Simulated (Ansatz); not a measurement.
The starting structures come from a database of crystals and need not be the phases stable at ambient conditions.

By PBEsol, the system below comes out a metal.

The ballistic (Sharvin) conductance counts the channels at the Fermi level: G/A = (e²/h) × channels of both spins per area.

Input:

```
CELL_PARAMETERS angstrom
      4.00620     0.00000     0.00000
      0.00000     6.00460     0.00000
      0.00000     0.00000     6.50183
ATOMIC_POSITIONS crystal
  Sn 0.25000 0.80722 0.59331
  Sn 0.75000 0.19278 0.40669
  Sn 0.75000 0.69278 0.09331
  Sn 0.25000 0.30722 0.90669
  Pd 0.25000 0.99122 0.19382
  Pd 0.75000 0.00878 0.80618
  Pd 0.75000 0.50878 0.69382
  Pd 0.25000 0.49122 0.30618
```

Space group of this cell: Pnma. The cell is taken as given; by PBEsol its mean pressure is -2.8 GPa.

The current flows along the normal of the first two printed cell vectors. No spin-orbit coupling; the value is a mean over 0.1 eV about the Fermi level.

**Question.** Give the ballistic conductance per area that PBEsol in Ansatz (a first-principles code) yields.

**Answer.** 0.38 × 10¹⁵ S/m² for both spins.
